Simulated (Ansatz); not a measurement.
What 7 layers does to Ag

The parent structure is Ag in the fcc (Cu type) structure (space group Fm-3m, No. 225; a = 4.0548 Å). Axes: x, y, z lie along the cube axes.

One thing is altered: a free-standing slab of 7 layers (7 atoms, 1 a layer) is cut normal to [111], with 15 Å of vacuum and the in-plane cell held at bulk.

Method: PBEsol (Ansatz, a first-principles code; PAW; 420 eV plane waves; scalar-relativistic without spin-orbit coupling), earlier PAW set. k-mesh 19×19×1 (Γ-centred); smearing 0.05 eV (Fermi–Dirac), for the changed cell.

```csv
quantity,base,changed,shift
layer's space group (with vacuum),–,P-3m1 (No. 164),–
shortest interatomic distance,2.867 Å,2.856 Å,-0.011 Å
band gap,zero,zero,–
excess energy per area of both faces (slab less bulk energy over the cell's area: twice a surface energy) (uncertain by up to 0.2 J/m²),–,2.1 J/m²,–
thickness between the outermost nuclei,–,14.01 Å,–
change of the spacing d12 from its bulk value of 2.341 Å,–,-0.6 %,–
change of the spacing d23 from its bulk value of 2.341 Å,–,-0.2 %,–
```

Final structure:

```yaml
crystal:
  lattice:
    - [2.86716, 0.00000, 0.00000]
    - [1.43358, 2.48304, 0.00000]
    - [0.00000, 0.00000, 29.04618]
  atoms:
    - { symbol: Ag, position: [0.33333, 0.83333, 0.25878] }
    - { symbol: Ag, position: [0.00000, 0.50000, 0.33890] }
    - { symbol: Ag, position: [0.66667, 0.16667, 0.41933] }
    - { symbol: Ag, position: [0.33333, 0.83333, 0.50000] }
    - { symbol: Ag, position: [0.00000, 0.50000, 0.58067] }
    - { symbol: Ag, position: [0.66667, 0.16667, 0.66110] }
    - { symbol: Ag, position: [0.33333, 0.83333, 0.74122] }
```

Slab and bulk use different k-meshes, which limits the precision of the excess energy. Whether these cells are dynamically stable was not tested.
